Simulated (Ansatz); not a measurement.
Consider As vacancy in zinc-blende BAs, charge state +1. The step: one As atom jumps into the vacancy from a nearby As site; the atom moves 3.39 Å along (0.00, -0.50, -0.50) of the unit cell; the moving atom starts with neighbours B at 2.03, 2 B at 2.08, B at 2.11 Å and ends with B at 2.04, 2 B at 2.08, B at 2.10 Å. DFT values are from Ansatz (plane-wave PAW, 420 eV unless said) in a cell of 64 host sites, spin-restricted, static, with no finite-size correction. The charge state is imposed; whether it is stable for some Fermi level was not computed. Forms of the defect that were not tried may lie lower. The start lies 1.27 eV above the lowest site run (PBE). At one site or more, about 1.0 hole(s) lie at energies of the host's valence band, so they may not be on the defect. For the PBE band: the program found a first-order saddle point.

```tsv
Level	Forward barrier (eV)	Cost of the band or of the saddle's single point
CHGNet universal potential (has no charge state), its own band	1.75	-
PBE, one k-point at (0.250, 0.250, 0.250), band relaxed	3.46	about 40 core-minutes (a rough figure)
PBE, a 2×2×2 k-point mesh shifted by half a step, same geometries	3.78	about 120 core-seconds (a rough figure)
r2SCAN at 500 eV, one k-point at (0.250, 0.250, 0.250), same geometries	3.90	roughly 70 core-seconds
```

Ansatz is a first-principles code.
